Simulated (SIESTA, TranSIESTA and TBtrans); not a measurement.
Junction: Ru chain with a Ru atom beside one bond. Leads: straight Ru chain, spacing 2.25 Å. Geometry: 3 atoms about the centre moved by SIESTA (PBE, DZP) to a largest force of 0.04 eV/Å, all others as built. Transport runs along z; the first 6 and the last 6 of the 23 atoms are the lead cells, repeated to infinity.

```xyz
23
Lattice="9.000 0.000 0.000 0.000 9.000 0.000 0.000 0.000 49.500" Properties=species:S:1:pos:R:3 pbc="F F T"
Ru     4.500     4.500     0.000
Ru     4.500     4.500     2.250
Ru     4.500     4.500     4.500
Ru     4.500     4.500     6.750
Ru     4.500     4.500     9.000
Ru     4.500     4.500    11.250
Ru     4.500     4.500    13.500
Ru     4.500     4.500    15.750
Ru     4.500     4.500    18.000
Ru     4.500     4.500    20.250
Ru     4.695     4.500    22.449
Ru     4.706     4.500    24.803
Ru     4.500     4.500    27.000
Ru     4.500     4.500    29.250
Ru     4.500     4.500    31.500
Ru     4.500     4.500    33.750
Ru     6.767     4.500    23.620
Ru     4.500     4.500    36.000
Ru     4.500     4.500    38.250
Ru     4.500     4.500    40.500
Ru     4.500     4.500    42.750
Ru     4.500     4.500    45.000
Ru     4.500     4.500    47.250
```
Starting moments (μB): atom 7 +1.5, atom 8 +1.5, atom 9 +1.5, atom 10 +1.5, atom 11 +1.5, atom 12 +1.5, atom 13 +1.5, atom 14 +1.5, atom 15 +1.5, atom 16 +1.5, atom 17 +1.5; lead atoms +1.5 (left) and +1.5 (right).

Run with TranSIESTA and TBtrans (open boundaries, self-consistent; PseudoDojo norm-conserving potentials, scalar-relativistic): Spin polarized, PAO.BasisSize DZP, PAO.EnergyShift 0.15 eV, XC.Authors PBE, Mesh.Cutoff 200 Ry, ElectronicTemperature 300 K, TS.Voltage 0.0 eV, TBT.Elecs.Eta 0.001 eV.

Energies count from the leads' Fermi level. Transmissions are for each spin. The energy step is 0.01 eV; narrower resonances are cut or missed.

| E (eV) | T up | T down |
|---|---|---|
| -0.20 | 2.58 | 3.67 |
| -0.15 | 2.54 | 3.57 |
| -0.10 | 2.59 | 3.44 |
| -0.05 | 2.65 | 3.33 |
| 0.00 | 2.71 | 3.25 |
| 0.05 | 2.76 | 3.19 |
| 0.10 | 2.81 | 3.14 |
| 0.15 | 2.85 | 3.10 |
| 0.20 | 2.88 | 3.05 |

### Question
Give the zero-bias conductance in μS and the resistance at 300 K.

### Answer
At the Fermi level the mean of both spins is (2.71 + 3.25)/2 = 2.98. Averaged with −∂f/∂E over the full grid (kT = 25.9 meV) it is 2.98. With G0 = 2e²/h = 77.48 μS, G = 231 μS and R = 1/G = 4.33 kΩ.

### Question
The eigenchannels at the Fermi level (both spins) transmit 0.997, 0.808, 0.793, 0.115, 0.986, 0.986, 0.923, 0.333. What Fano factor of the shot noise follows at low temperature and bias?

### Answer
F = Σ τ(1 − τ)/Σ τ = 0.745/5.94 = 0.13.

The magnetic order of the leads was set by the start, and no other order was tried; the separate lead runs end at 1.33 (left) and 1.33 (right) μB an atom. The straight chain is held at its spacing; free chains may zigzag or dimerise.
